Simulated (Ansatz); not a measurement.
The reference is an 8-atom supercell of Ta in the bcc (W type) structure (space group Im-3m, No. 229) at its relaxed geometry.

```xyz
8
Lattice="-3.3196 3.3196 3.3196 3.3196 -3.3196 3.3196 3.3196 3.3196 -3.3196" Properties=species:S:1:pos:R:3 pbc="T T T"
Ta     0.0000     0.0000     0.0000
Ta     1.6598     1.6598    -1.6598
Ta     1.6598    -1.6598     1.6598
Ta     3.3196     0.0000     0.0000
Ta    -1.6598     1.6598     1.6598
Ta     0.0000     3.3196     0.0000
Ta     0.0000     0.0000     3.3196
Ta     1.6598     1.6598     1.6598
```

All numbers come from PBE, PAW, 420 eV (Ansatz, a program for electronic structure; scalar-relativistic without spin-orbit coupling).

Base values:

| Property | Result |
|---|---|
| Pressure | -0.1 GPa |

Perturbation: one Li atom is added in an open site, starting 1.75 Å from the nearest host atom, atoms relaxed at fixed cell, starting from a slightly rattled geometry.

Task: What does the calculation give for the final site of the added atom after the change?

Result: The final site of the added atom amounts to 8 Ta at 2.06–2.94 Å.

Task: How does this affect the pressure?

Result: The pressure rises by 17.3 GPa to 17.2 GPa.

The cell is small, so the values are those of an ordered compound at a high defect concentration; dilute-limit values will differ. All final runs are without spin polarisation. An odd electron count without spin: LiTa8. The defect cell is not spin-polarised.
